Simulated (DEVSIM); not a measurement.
System: abrupt Si p-n junction, at 400 K.

| layer (left to right) | material | thickness (μm) | Nd (cm⁻³) | Na (cm⁻³) | τn (s) | τp (s) |
|---|---|---|---|---|---|---|
| 1 | Si | 1.50 | - | 1.3e18 | 0.0004 | 0.0004 |
| 2 | Si | 8.40 | 7.4e16 | - | 0.0004 | 0.0004 |

Left contact: ohmic. Right contact: ohmic. Voltage is applied to the left contact. Recombination: SRH at mid-gap, radiative. Mobility is constant in doping.

This is a model device: material constants are rounded textbook-type values typed into the input, and sizes, dopings and lifetimes were drawn at random. Values at 300 K; Nc and Nv go as T^1.5, mobilities as T to minus their exponent, the gap by Varshni's rule with the affinity fixed.

| parameter | Si |
|---|---|
| gap (eV) | 1.124 |
| affinity (eV) | 4.05 |
| permittivity | 11.7 |
| Nc (cm⁻³) | 2.86e19 |
| Nv (cm⁻³) | 3.1e19 |
| μn (cm²/Vs) | 1417 |
| μp (cm²/Vs) | 470 |
| T exponent of μn | 2.3 |
| T exponent of μp | 2.2 |
| B (cm³/s) | 4.7e-15 |
| Varshni α (eV/K) | 0.000473 |
| Varshni β (K) | 636 |

Simulated with DEVSIM: 1D drift-diffusion, Boltzmann statistics, complete ionisation; no tunnelling, impact ionisation, image-force lowering or self-heating.

The doping Nd of layer 2 was swept, all else fixed.

```
doping Nd of layer 2 (cm^-3)  largest field in the device at zero bias (V/cm)  potential step across the device at zero bias (V)  dark forward voltage at 1 A/cm² (V)  dark forward voltage at 100 A/cm² (V)
----------------------------  -----------------------------------------------  -------------------------------------------------  -----------------------------------  -------------------------------------
2.2e15                                                                  73000                                              0.631                                0.369                                  0.597
7.4e15                                                                  78000                                              0.673                                0.406                                  0.604
2.2e16                                                                  90000                                              0.710                                0.438                                  0.615
7.4e16                                                                 130000                                              0.752                                0.465                                  0.631
2.2e17                                                                 210000                                              0.790                                0.479                                  0.641
7.4e17                                                                 330000                                              0.831                                0.486                                  0.646
2.2e18                                                                 450000                                              0.869                                0.489                                  0.648
```

From the first row to the last the largest field in the device at zero bias goes from 73000 to 450000. From the first row to the last the potential step across the device at zero bias goes from 0.631 to 0.869.
